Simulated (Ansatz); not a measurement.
The parent structure is LiCl in the rock salt structure (space group Fm-3m, No. 225; a = 5.1123 Å). Axes: x, y, z lie along the cube axes.

It is then changed as follows: uniaxial stress, 8 GPa compression along z; all other stress components relax to zero.

Level of theory: r2SCAN (Ansatz, a quantum-chemistry and plane-wave program, PAW, scalar-relativistic without spin-orbit coupling).

Give the band edges at the high-symmetry points of the new zone, measured from its valence-band maximum.


```
point  valence edge (eV)  conduction edge (eV)
-----  -----------------  --------------------
Γ                   0.00                  7.33
X                  -0.73                  8.80
P                  -1.55                 10.85
N                  -0.28                  7.35
M                  -1.64                  8.26
S                  -1.49                  8.49
S₀                 -1.49                  8.49
R                  -1.37                  9.36
G                  -1.37                  9.36
```

The gap is 7.33 eV, direct at Γ.

Load acts through the strain it causes; cell and atoms are relaxed under it. Beyond what the load breaks, stability against distortions was not tested. k-point labels follow each cell's own Brillouin zone.
